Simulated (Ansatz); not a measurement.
System: Ni (Im-3m, No. 229, 1 atoms in the cell; start mp-1008728; another form than the element's usual one). Method: PBEsol (plane waves, PAW; Ansatz, a quantum-chemistry and plane-wave program).

Numerical settings: plane-wave cutoff 520 eV, 28×28×28 k mesh, Fermi–Dirac smearing 0.05 eV, spin-polarised start, scalar-relativistic PAW data made under PBE.

Cell (relaxed at this level):

Ni is taken in the cubic space group Im-3m (No. 229), the bcc (W type) structure, Pearson symbol cI2. Conventional cell: a = b = c = 2.7562 Å, α = β = γ = 90.00°. Ni on 2a sees 8 Ni at 2.387 Å and 6 Ni at 2.756 Å. (Neighbours: up to the widest gap in distance over summed covalent radii, below 1.35, at either atom.)
(The calculation used a cell of 1 atom; values per cell refer to that cell.)

### Question
Give the computed bulk modulus B0.

### Answer

bulk modulus B0: 221 GPa

The run finds no gap.

Note: the magnetic order was assumed, not searched for or taken from measurement; the bulk modulus is −V dP/dV from two relaxed cells at ±2 % in volume; the relaxation could not lower the start's symmetry, so the cell can be a saddle point above a distorted one.

Computed values are for the static lattice.

It cost around 60 core-seconds (rough) of CPU time.

A start named mp-… is a Materials Project structure, which need not be a measured phase.
